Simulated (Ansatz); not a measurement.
Start from GaN in the rock salt structure (space group Fm-3m, No. 225; a model cell).

```
CELL_PARAMETERS angstrom
      0.00000     2.10974     2.10974
      2.10974     0.00000     2.10974
      2.10974     2.10974     0.00000
ATOMIC_POSITIONS crystal
  Ga 0.50000 0.50000 0.50000
  N  0.00000 0.00000 0.00000
```

The values are results of PBEsol in Ansatz (plane waves to 420 eV, PAW, spin-orbit coupling left out), not measurements.

Base values:

| Item | Result |
|---|---|
| Gap character | indirect, K–Γ (52 % along) → X |
| Gap between the host's bands | 0.54 eV |

Perturbation: hole doping at 5.0×10^20 cm⁻³ (0.00939 per cell), with a uniform compensating background at fixed cell and a 300 K Fermi–Dirac width.

Problem. How does this affect the Fermi level from band edge?

Solution. The Fermi level relative to the doped band's edge (positive inside the band; to 0.05 eV) is 0.00 eV.

Problem. What happens to the gap character?

Solution. The gap character remains indirect, K–Γ (52 % along) → X.

Problem. What happens to the gap between the host's bands?

Solution. The gap between the host's bands increases by 0.013 eV (0.54 eV → 0.56 eV).

Charged cell with a jellium background: band edges are those of the host's band count, energies are not comparable with the neutral cell, and many-body gap narrowing is missing. Stability against distortions was not tested. The base started in Pnma and relaxed to Fm-3m at this level. This is not the structure that GaN has at room temperature and ambient pressure.

Ansatz is a program for electronic structure.
